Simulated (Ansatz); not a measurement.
**SrTiO3: response to strain**

Take SrTiO3 in the cubic perovskite structure (space group Pm-3m, No. 221; a = 3.907 Å) as the base. Axes: x, y, z lie along the cube axes.

Strains are applied to the cell and any free atomic positions relax; under biaxial strain the out-of-plane vector relaxes too; under stress the whole cell relaxes.

Calculations: Ansatz (a first-principles code), r2SCAN, PAW, cutoff 500 eV, no spin-orbit coupling.

```tsv
variant	gap character	smallest direct gap	space group
base	indirect, R → Γ	2.63 eV	Pm-3m (No. 221)
biaxial strain +0.75 %, plane normal [001], relaxed out of plane	indirect, A → Γ	2.59 eV	P4/mmm (No. 123)
biaxial strain +2.56 %, plane normal [001], relaxed out of plane	indirect, A → Γ	2.51 eV	P4/mmm (No. 123)
isotropic strain −5.78 %	indirect, R → Γ	2.82 eV	Pm-3m (No. 221)
uniaxial strain ε_yy = +3.01 %	indirect, A → Γ	2.56 eV	P4/mmm (No. 123)
uniaxial strain ε_zz = +1.08 %	indirect, A → Γ	2.60 eV	P4/mmm (No. 123)
uniaxial stress, 8 GPa compression along x	indirect, A → Γ	2.60 eV	P4/mmm (No. 123)
```

Beyond what the load breaks, stability against distortions was not tested. All final runs are without spin polarisation. Many cubic perovskites are stable only at high temperature; tilts and polar distortions were not tested. Labels are those of the standard path for the cell's own space group.
